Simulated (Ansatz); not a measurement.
Consider BAs in the zinc blende structure (space group F-43m, No. 216; a = 4.768 Å). Axes: x, y, z lie along the cube axes.

The change: the cell is compressed by 2.53 % along x with no lateral relaxation; the atoms relax in the strained cell.

Levels (all Ansatz, an electronic-structure program, PAW): PBEsol (420 eV, spin-orbit coupling left out); HSE06+SOC (420 eV, noncollinear with spin-orbit coupling).

The geometry is relaxed with PBEsol.

| Quantity | Result |
|---|---|
| PBEsol lowest conduction level above the VBM at special points | M 0.91 eV; X 1.24 eV; S₀ 1.49 eV; Γ 3.01 eV |
| PBEsol valence-band top at Γ | 0.00, -0.25, -0.25 eV |

With HSE06+SOC at the same geometry, the lowest conduction level above the VBM at special points goes from M 0.91 eV; X 1.24 eV; S₀ 1.49 eV; Γ 3.01 eV to M 1.62 eV; X 1.93 eV; S₀ 2.24 eV; Γ 3.78 eV; the valence-band top at Γ (three highest Kramers pairs, from the VBM) becomes 0.00, -0.22, -0.40 eV (PBEsol: 0.00, -0.25, -0.25 eV).

Single points use the geometry relaxed with PBEsol. The hybrid gap comes from the SCF mesh plus the semilocal run's edge points and a few special points and is an upper bound. Differences between runs with and without spin-orbit coupling are approximate. The levels and masses belong to the bands next to the band gap. Whether these cells are dynamically stable was not tested. Labels are those of the standard path for the cell's own space group.
